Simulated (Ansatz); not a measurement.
**The (210) surface of fcc Ni, ferromagnetic in its 1x1 cell, outermost plane spacing 0.79 Å in the ideal cut**

These are PBE (plane waves to 420 eV, PAW; Ansatz, a quantum-chemistry and plane-wave program) values and carry that method's errors.

Slab: 14 atoms, 10.2 Å thick at the start (thin: gaps and levels are the slab's own); k 12x10x1, smearing 0.1 eV, dipole-corrected; all atoms relaxed; held to the part of the start's symmetry that mesh and held atoms allow; spin-polarised, no spin-orbit, no U.

- surface energy (mean of both faces) = 2.43 J/m²
- surface energy before relaxation = 2.50 J/m²
- work function of the top face = 4.49 eV
- energy released by relaxation = 0.12 eV
- magnetic moment of the cell = 9.31 μB
- cost = very roughly 2.4 core-hours
